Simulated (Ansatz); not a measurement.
Take HfC in the rock salt structure (space group Fm-3m, No. 225; relaxed with 0.1 eV smearing) as the base.

```
CELL_PARAMETERS angstrom
      0.00000     2.30353     2.30353
      2.30353     0.00000     2.30353
      2.30353     2.30353     0.00000
ATOMIC_POSITIONS crystal
  Hf 0.00000 0.00000 0.00000
  C  0.50000 0.50000 0.50000
```

Cartesian axes are those of the cell as printed.

Level of theory: PBEsol (Ansatz, a quantum-chemistry and plane-wave program; PAW; 420 eV plane waves; spin-orbit coupling left out).

It is then changed as follows: compressive biaxial strain of 1.25 % in the plane normal to [111], as in epitaxy on a mismatched substrate; the out-of-plane cell vector and the atoms relax.

What does the calculation give for the out-of-plane strain and energy relative to the base after the change?

The out-of-plane strain is +0.69 %; the energy increases by 6.6 meV/atom.

No phonon test of stability was made. All final runs are without spin polarisation.
